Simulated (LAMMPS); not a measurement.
MD of Ni (fcc) at zero pressure, 4000 atoms, as a crystal; each row is its own run.

Model: classical MD, pair style eam/alloy, file NiAlH_jea.eam.alloy (LAMMPS).

```csv
T (K),enthalpy (eV/atom)
200,-4.3976
300,-4.3706
780,-4.2327
1300,-4.0669
1560,-3.9792
```

Question: Fit a straight line, y = a + b x, to these rows (x is the first column, y the second) and predict the run at x = 1040.

Answer: Least squares gives a = -4.4636 and b = 0.0003069. At x = 1040 the fit predicts -4.1443 eV/atom. The run itself gave -4.1512 ± 0.0002 eV/atom, so the fit is 6.9 meV/atom high.

Caution (row 1560): this crystal lies over the melting point of about 1440 K that EAM-type NiAlH_jea.eam.alloy gives, so it is superheated.
